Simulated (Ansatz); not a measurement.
Results of r²SCAN in Ansatz (PAW) for Te₃As₂ (model structure, R-3m, No. 166, 5 atoms in the cell).

Settings: plane-wave cutoff 560 eV, 16×16×16 k mesh, Fermi–Dirac smearing 0.05 eV, scalar-relativistic PAW data made under PBE.

Cell (relaxed with PBEsol):

```xyz
5
Lattice="2.0220 1.1674 9.5395 -2.0220 1.1674 9.5395 0.0000 -2.3347 9.5395" Properties=species:S:1:pos:R:3 pbc="T T T"
As     0.0000     0.0000    11.3557
As     0.0000     0.0000    17.2628
Te     0.0000     0.0000     0.0000
Te     0.0000     0.0000     6.1305
Te     0.0000     0.0000    22.4880
```

Question: Give the computed band gap.

Answer: 
- band gap: 0.18 eV (on the SCF k mesh)

Note: the relaxation could raise the start's symmetry but not lower it, so the cell can be a saddle point; cell and atoms aren't relaxed at this level (largest force component 0.10 eV/Å, pressure 2.3 GPa).

Spin–orbit coupling is not included; it can close the smallest gap of 0.18 eV.

Static lattice: no zero-point or thermal effects.

A model structure was made by putting elements into a prototype or built by hand; it is no filed structure, need not be a known phase, and can be a saddle point held by its symmetry.

Ansatz is a quantum-chemistry and plane-wave program.
